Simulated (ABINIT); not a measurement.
ABINIT run on Sr3Mg (P1, 4 atoms in the cell): self-consistent single point.

Method of the run: LDA (PW92), norm-conserving pseudopotentials (PseudoDojo nc-sr-04 LDA standard) (plane waves; ABINIT).

The change in words: lattice scaled by 0.98. Reference geometry:
```
CELL_PARAMETERS angstrom
      4.20784     0.00000     0.00000
     -2.10392     3.64410     0.00000
      0.00000     0.00000    12.37335
ATOMIC_POSITIONS crystal
  Sr 0.67082 0.33959 0.99898
  Sr 0.00386 0.00768 0.28194
  Sr 0.98208 0.99335 0.71370
  Mg 0.67657 0.32605 0.50538
```

Reference input (self-consistent single point, DFT, LDA (PW92), plane waves, norm-conserving pseudopotentials (PseudoDojo nc-sr-04 LDA standard)): pseudos = [Sr.upf, Mg.upf]; ecut = 1143 eV; occopt = 3; tsmear = 0.136 eV; ngkpt = 5 5 2; nshiftk = 1; shiftk = 0 0 0; potentials = PseudoDojo nc-sr-04 LDA standard; nband = 27; kptopt = 1; nstep = 80; tolvrs = 1e-10. This run's input differs from it in these lines:

```diff
@@ -3,6 +3,6 @@
 pseudos "Sr.upf, Mg.upf"
-acell 7.9516651762 7.9516646279 23.3822427441
+acell 7.7926314948 7.7926315824 22.9145978893
 rprim
          1.0000000000    0.0000000000    0.0000000000
-        -0.5000000345    0.8660253839    0.0000000000
+        -0.5000001156    0.8660253370    0.0000000000
          0.0000000000    0.0000000000    1.0000000000
@@ -13,6 +13,6 @@
 xcart
-         3.9839870208    2.3385540183   23.3585097678
-         0.0001669850    0.0528871174    6.5924129015
-         3.8597899624    6.8405285691   16.6878364998
-         4.0835657238    2.2452716104   11.8168476913
+         3.9043067701    2.2917828866   22.8913395724
+         0.0001636380    0.0518293739    6.4605646435
+         3.7825930411    6.7037178476   16.3540797698
+         4.0018939071    2.2003661289   11.5805107375
 ecut 1143 eV
```

Output (repeated stretches shortened):

```
--- !BeginCycle
solver: {iscf: 7, nstep: 80, nline: 4, wfoptalg: 0, }
tolerances: {tolvrs: 1.00E-10, }
...

     iter   Etot(hartree)      deltaE(h)  residm     vres2
 ETOT  1  -161.97422225519    -1.620E+02 4.448E-01 2.730E+02
 ETOT  2  -162.08449946648    -1.103E-01 3.586E-03 1.716E+01
 ETOT  3  -162.08540532338    -9.059E-04 1.127E-03 5.040E-01
 ETOT  4  -162.08542034369    -1.502E-05 3.840E-04 1.203E-01
 ETOT  5  -162.08542197542    -1.632E-06 4.232E-04 8.887E-03
   [... 2 lines left out ...]
 ETOT  8  -162.08542212979    -5.496E-10 1.601E-04 7.156E-07
 ETOT  9  -162.08542212972     7.273E-11 2.996E-04 1.079E-07
 ETOT 10  -162.08542212974    -1.913E-11 2.855E-04 1.262E-09
 ETOT 11  -162.08542212970     3.664E-11 5.288E-04 4.325E-11
 At SCF step   11       vres2   =  4.33E-11 < tolvrs=  1.00E-10 =>converged.

 Cartesian components of stress tensor (hartree/bohr^3)
  sigma(1 1)=  2.15051621E-05  sigma(3 2)= -2.92160785E-07
  sigma(2 2)=  2.29082731E-05  sigma(3 1)= -2.31851141E-06
  sigma(3 3)=  8.79363422E-06  sigma(2 1)=  5.87113781E-06

 ----iterations are completed or convergence reached----

 reduced coordinates (array xred) for    4 atoms
       0.670821999994      0.339593000015      0.998984999998
       0.003861000000      0.007680000001      0.281941000000
       0.982079999984      0.993347000029      0.713697000000
       0.676571999989      0.326047000008      0.505377000000
 cartesian forces (eV/Angstrom) at end:
    1     -0.00962381724391    -0.00642214754931    -0.01008067806933
   [... lines left out ...]
 Fermi (or HOMO) energy (eV) =   4.19791   Average Vxc (eV)=  -8.04004
   [... lines left out ...]
total_energy        : -1.62085422129704E+02
total_energy_eV     : -4.41056863968152E+03
band_energy         : -2.93524963795302E+01
...

-Cartesian components of stress tensor (GPa)         [Pressure= -5.2180E-01 GPa]
- sigma(1 1)=  6.32703607E-01  sigma(3 2)= -8.59566561E-03
- sigma(2 2)=  6.73984550E-01  sigma(3 1)= -6.82129494E-02
- sigma(3 3)=  2.58717607E-01  sigma(2 1)=  1.72734809E-01

 Calculation completed.
```

The run converged in 11 iterations. Against the reference run the free energy goes down by 15.9 meV/atom, the pressure goes from -1.28 to -0.52 GPa and the largest force goes from 0.209 to 0.247 eV/Å.

The starting cell comes from a database of computed structures (which also holds hypothetical and non-ambient phases and stackings), without a prior relaxation at this level. Its atoms were displaced at random from the sites of space group no. 187. For this run, on top of that: lattice scaled by 0.98.

Cost on one core of a shared machine: roughly 9 min.
